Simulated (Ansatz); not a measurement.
The starting structures come from a database of crystals and need not be the phases stable at ambient conditions.

The decay constant κ of evanescent states in the gap governs leakage through a thin film.

Given:

```yaml
crystal:
  lattice:
    - [4.96062, 0.00000, 0.00000]
    - [0.00000, 11.06460, 0.00000]
    - [0.00000, 5.53230, 3.19407]
  atoms:
    - { symbol: Cs, position: [0.69684, 0.33333, 0.00000] }
    - { symbol: Cs, position: [0.30316, 0.66667, 0.00000] }
    - { symbol: Zr, position: [0.00000, 0.00000, 0.00000] }
    - { symbol: F, position: [0.22308, 0.15283, 0.00000] }
    - { symbol: F, position: [0.77692, 0.84717, 0.00000] }
    - { symbol: F, position: [0.22308, 0.15283, 0.54151] }
    - { symbol: F, position: [0.77692, 0.84717, 0.45849] }
    - { symbol: F, position: [0.22308, 0.69434, 0.45849] }
    - { symbol: F, position: [0.77692, 0.30566, 0.54151] }
```

The cell is taken as given.

Transport runs along the normal of the first two printed cell vectors, the (110) plane of the conventional cell.

No gap correction and no spin-orbit coupling; mid-gap is the computed energy nearest the middle.

Compute, with r2SCAN (Ansatz, a program for electronic structure), the band gap and the smallest decay constant κ at mid-gap.

Gap 7.66 eV on a 6×10×10 mesh; κ = 0.525 1/Å, at the zone centre.
